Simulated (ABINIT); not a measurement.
ABINIT 10.0.3, DFT, PBE, plane waves, JTH v2.0 PBE PAW: zinc-blende InP, 2 atoms. Basis and mesh were picked for this test and aren't claimed converged.

| Property | Value |
|---|---|
| cell | 4.15, 4.15, 4.15 Å; 60, 60, 60° |
| task | scf |
| ecut | 15 Ha |
| pawecutdg | 30 Ha |
| nband | 16 |
| k mesh (ngkpt) | 10×10×10 |
| shiftk | 0×0×0 |
| nstep | 100 |
| tolvrs | 1e-09 |
| occopt | 7 |
| tsmear | 0.002 Ha |
| prtwf | 0 |
| prtden | 0 |
| paral_kgb | 0 |
| wfoptalg | 10 (default) |
| nline | 4 (default) |
| iscf | 17 (default) |
| kptopt | 1 (default) |
| k-points after symmetry | 47 |
| bands | 16 |
| symmetry operations | 24 |

Hardware: Intel Xeon 6 (Granite Rapids), 96 cores on 1 socket, 2 hardware threads a core, 3 L3 cache groups, 3 NUMA nodes.

Wall times, medians of two to five repeats, each run alone on the node (launch to exit). Processes are pinned to neighbouring cores unless said otherwise. The build: conda-forge: MPICH, OpenBLAS, FFTW3, no OpenMP, no ScaLAPACK; another build can shift the numbers. Scratch files lie in a memory file system.

First run (4 ranks, diemac = 12, dielng = 1.07748 (default), npulayit = 7 (default), diemix = 0.7 (default)):

```
-<BEGIN_TIMER mpi_nprocs = 4, omp_nthreads = 1, mpi_rank = 0>
- cpu_time =            5.7, wall_time =            5.7
-
- routine                                    cpu     %          wall   %        number of calls
-                                                                                (-1=no count)
- fourwf%(pot)                              2.839  12.5         2.843  12.5          11287
- pspini                                    0.607   2.7         0.608   2.7              1
- nonlop(apply)                             0.532   2.3         0.534   2.4          11287
- vtorho(MPI)                               0.381   1.7         0.381   1.7             10
- xc:pot/=fourdp                            0.268   1.2         0.268   1.2             11
- projbd                                    0.177   0.8         0.177   0.8           8983
- fourwf%(den)                              0.158   0.7         0.159   0.7           1080
- pawinit                                   0.124   0.5         0.124   0.5              2
- vtowfk(ssdiag)                            0.083   0.4         0.083   0.4             -1
- fourdp                                    0.067   0.3         0.068   0.3            175
- getghc(/=fourXX,nonlop,fock_XX)           0.054   0.2         0.050   0.2             -1
- vtowfk(contrib)                           0.036   0.2         0.036   0.2            120
- get_dtsets_pspheads                       0.034   0.1         0.034   0.1              1
- pawdenpot                                 0.032   0.1         0.032   0.1             10
- pawmkrho                                  0.019   0.1         0.019   0.1             10
- mkrho/=                                   0.019   0.1         0.019   0.1             20
- nonlop(forstr)                            0.014   0.1         0.014   0.1            108
- abinit(outvars)                           0.014   0.1         0.014   0.1              1
- abinit(after driver)                      0.012   0.1         0.012   0.1              1
- mkffnl                                    0.011   0.0         0.011   0.0            132
- pawdij/symdij                             0.008   0.0         0.008   0.0             10
- ewald                                     0.007   0.0         0.007   0.0              1
- stress                                    0.007   0.0         0.007   0.0              1
- newkpt(excl. rwwf   )                     0.006   0.0         0.006   0.0             -1
- abinit(init,iofn1,herald)                 0.005   0.0         0.005   0.0              1
- forces                                    0.005   0.0         0.005   0.0              1
- ewald2 (+vdw_dftd)                        0.004   0.0         0.004   0.0              1
- symrhg(no FFT)                            0.004   0.0         0.004   0.0             10
- pawmkrho:symrhoij                         0.004   0.0         0.004   0.0             10
- abinit(chkinp,chkvars)                    0.003   0.0         0.003   0.0              1
- nhatgrid                                  0.002   0.0         0.002   0.0              2
- vtorho:pawmkrhoij                         0.001   0.0         0.001   0.0             10
- vtowfk  (1)                               0.001   0.0         0.001   0.0            120
- setsym                                    0.001   0.0         0.001   0.0              1
- scfcv-scprqt                              0.000   0.0         0.000   0.0             10
- kpgsph                                    0.000   0.0         0.000   0.0             59
- others (124)                              0.000   0.0         0.000   0.0             -1
-<END_TIMER>
[partitions, summed over ranks]
 Partitioning of scfcv_core
- scfcv_core                               19.666  86.8        19.669  86.8              4
- scfcv_core(setvtr)                        0.181   0.8         0.181   0.8             40
- scfcv_core(loop, PAW)                     0.150   0.7         0.150   0.7             40
- scfcv_core(vtorho(f))                    17.895  79.0        17.898  79.0             40
- scfcv_core(mix den - newrho)              0.071   0.3         0.071   0.3             36
- scfcv_core(rhotov)                        1.131   5.0         1.131   5.0             36
- scfcv_core(afterscfloop)                  0.135   0.6         0.135   0.6              4
- scfcv_core(outscfcv)                      0.089   0.4         0.089   0.4              4
- subtotal                                 19.666  86.8        19.669  86.8
 Partitioning of vtorho
- vtorho                                   17.895  79.0        17.898  79.0             40
- vtorho(bef. spin loop)                    0.008   0.0         0.008   0.0             40
- vtorho(bef. kpt  loop)                    0.032   0.1         0.032   0.1             40
- vtorho(bef. vtowfk)                       0.055   0.2         0.055   0.2            470
- vtowfk                                   16.136  71.2        16.139  71.2            470
- vtorho(MPI)                               0.803   3.5         0.803   3.5             40
- vtorho(newocc)                            0.012   0.1         0.012   0.1             40
- vtorho(mkrho 1)                           0.748   3.3         0.749   3.3             40
- vtorho(mkrho 2)                           0.095   0.4         0.095   0.4             40
- subtotal                                 17.895  79.0        17.898  79.0
 Partitioning of vtowfk
- vtowfk                                   16.136  71.2        16.139  71.2            470
- cgwf                                     15.645  69.1        15.647  69.1            564
- vtowfk(subdiago)                          0.075   0.3         0.075   0.3            564
- vtowfk(pw_orthon)                         0.247   1.1         0.247   1.1            564
- vtowfk(2)                                 0.019   0.1         0.019   0.1             -4
- vtowfk(3)                                 0.147   0.6         0.147   0.6             -4
- subtotal                                 16.136  71.2        16.139  71.2
 Partitioning of getghc
- getghc                                   14.355  63.4        14.358  63.4          44194
- fourwf%getghc                            11.985  52.9        11.997  53.0          44194
- nonlop%getghc                             2.193   9.7         2.198   9.7          44194
- getghc(/=fourXX,nonlop,fock_XX)           0.177   0.8         0.163   0.7             -4
- subtotal                                 14.355  63.4        14.358  63.4
```

Second run:

```
-<BEGIN_TIMER mpi_nprocs = 4, omp_nthreads = 1, mpi_rank = 0>
- cpu_time =            8.1, wall_time =            8.1
-
- routine                                    cpu     %          wall   %        number of calls
-                                                                                (-1=no count)
- fourwf%(pot)                              4.382  13.5         4.388  13.6          16748
- nonlop(apply)                             0.803   2.5         0.805   2.5          16748
- pspini                                    0.607   1.9         0.607   1.9              1
- xc:pot/=fourdp                            0.428   1.3         0.428   1.3             17
- vtorho(MPI)                               0.379   1.2         0.379   1.2             16
- projbd                                    0.271   0.8         0.271   0.8          13292
- fourwf%(den)                              0.257   0.8         0.257   0.8           1728
- vtowfk(ssdiag)                            0.125   0.4         0.125   0.4             -1
- pawinit                                   0.125   0.4         0.125   0.4              2
- fourdp                                    0.107   0.3         0.107   0.3            277
- getghc(/=fourXX,nonlop,fock_XX)           0.062   0.2         0.056   0.2             -1
- pawdenpot                                 0.059   0.2         0.060   0.2             16
- vtowfk(contrib)                           0.056   0.2         0.056   0.2            192
- get_dtsets_pspheads                       0.034   0.1         0.034   0.1              1
- pawmkrho                                  0.031   0.1         0.031   0.1             16
- mkrho/=                                   0.027   0.1         0.027   0.1             32
- mkffnl                                    0.017   0.1         0.017   0.1            204
- abinit(outvars)                           0.014   0.0         0.014   0.0              1
- nonlop(forstr)                            0.014   0.0         0.014   0.0            108
- abinit(after driver)                      0.013   0.0         0.013   0.0              1
- pawdij/symdij                             0.012   0.0         0.012   0.0             16
- ewald                                     0.007   0.0         0.007   0.0              1
- stress                                    0.007   0.0         0.007   0.0              1
- symrhg(no FFT)                            0.007   0.0         0.007   0.0             16
- pawmkrho:symrhoij                         0.006   0.0         0.006   0.0             16
- newkpt(excl. rwwf   )                     0.006   0.0         0.006   0.0             -1
- forces                                    0.005   0.0         0.005   0.0              1
- abinit(init,iofn1,herald)                 0.004   0.0         0.004   0.0              1
- ewald2 (+vdw_dftd)                        0.004   0.0         0.004   0.0              1
- abinit(chkinp,chkvars)                    0.003   0.0         0.003   0.0              1
- nhatgrid                                  0.002   0.0         0.002   0.0              2
- vtorho:pawmkrhoij                         0.002   0.0         0.002   0.0             16
- vtowfk  (1)                               0.001   0.0         0.001   0.0            192
- setsym                                    0.001   0.0         0.001   0.0              1
- scfcv-scprqt                              0.001   0.0         0.001   0.0             16
- kpgsph                                    0.000   0.0         0.000   0.0             59
- others (124)                              0.000   0.0         0.000   0.0             -1
-<END_TIMER>
[partitions, summed over ranks]
 Partitioning of scfcv_core
- scfcv_core                               29.372  90.8        29.377  90.8              4
- scfcv_core(setvtr)                        0.181   0.6         0.181   0.6             64
- scfcv_core(loop, PAW)                     0.272   0.8         0.272   0.8             64
- scfcv_core(vtorho(f))                    26.660  82.4        26.665  82.4             64
- scfcv-scprqt                              0.009   0.0         0.009   0.0             64
- scfcv_core(mix den - newrho)              0.118   0.4         0.118   0.4             60
- scfcv_core(rhotov)                        1.896   5.9         1.896   5.9             60
- scfcv_core(afterscfloop)                  0.136   0.4         0.136   0.4              4
- scfcv_core(outscfcv)                      0.090   0.3         0.090   0.3              4
- subtotal                                 29.372  90.8        29.377  90.8
 Partitioning of vtorho
- vtorho                                   26.660  82.4        26.664  82.4             64
- vtorho(bef. spin loop)                    0.013   0.0         0.013   0.0             64
- vtorho(bef. kpt  loop)                    0.058   0.2         0.058   0.2             64
- vtorho(bef. vtowfk)                       0.085   0.3         0.086   0.3            752
- vtowfk                                   24.171  74.7        24.175  74.7            752
- vtorho(MPI)                               0.958   3.0         0.958   3.0             64
- vtorho(newocc)                            0.017   0.1         0.017   0.1             64
- vtorho(mkrho 1)                           1.199   3.7         1.199   3.7             64
- vtorho(mkrho 2)                           0.149   0.5         0.149   0.5             64
- subtotal                                 26.660  82.4        26.664  82.4
 Partitioning of vtowfk
- vtowfk                                   24.171  74.7        24.175  74.7            752
- cgwf                                     23.415  72.4        23.418  72.3            846
- vtowfk(subdiago)                          0.111   0.3         0.111   0.3            846
- vtowfk(pw_orthon)                         0.376   1.2         0.376   1.2            846
- vtowfk(2)                                 0.029   0.1         0.029   0.1             -4
- vtowfk(3)                                 0.234   0.7         0.234   0.7             -4
- subtotal                                 24.171  74.7        24.175  74.7
 Partitioning of getghc
- getghc                                   21.480  66.4        21.484  66.4          65633
- fourwf%getghc                            17.941  55.4        17.959  55.5          65633
- nonlop%getghc                             3.290  10.2         3.298  10.2          65633
- getghc(/=fourXX,nonlop,fock_XX)           0.250   0.8         0.227   0.7             -4
- subtotal                                 21.480  66.4        21.484  66.4
```

Problem. Which of these changes turns the first timing block into the second?
A. diemac = 1
B. npulayit = 4
C. dielng = 0.5 bohr
D. diemix = 1

Solution. C, dielng = 0.5 bohr. The largest move is in solving the bands at each k-point (vtowfk): 4.0 s to 6.0 s. Most of it follows the count of iterations, 10 against 16. The other changes gave 6.3 s (npulayit = 4), 6.3 s (diemac = 1), 6.3 s (diemix = 1), against 8.3 s here and 5.9 s at first.
